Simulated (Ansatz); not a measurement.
The starting structures come from a database of crystals and need not be the phases stable at ambient conditions.

 Where the default PAW files enter, the runs use the earlier of Ansatz's two default sets.

By PBEsol, the system below comes out a metal.

Data:

```xyz
3
Lattice="4.7017 0.0000 0.0000 2.3508 4.0888 0.0000 2.3508 0.0000 2.2803" Properties=species:S:1:pos:R:3 pbc="T T T"
Ge     2.3508     1.3281     0.0000
Ge     4.7017     2.7607     0.0000
W      0.0000     0.0000     0.0000
```

Space group of this cell: Fmmm. The cell is strained (lengths along the current scaled by 0.97, ions clamped); by PBEsol its mean pressure is 4.5 GPa.

The current flows along the normal of the first two printed cell vectors. No spin-orbit coupling; the value is a mean over 0.1 eV about the Fermi level.

State the ballistic conductance per area according to PBEsol (Ansatz, an electronic-structure program).

0.29 × 10¹⁵ S/m² for both spins.
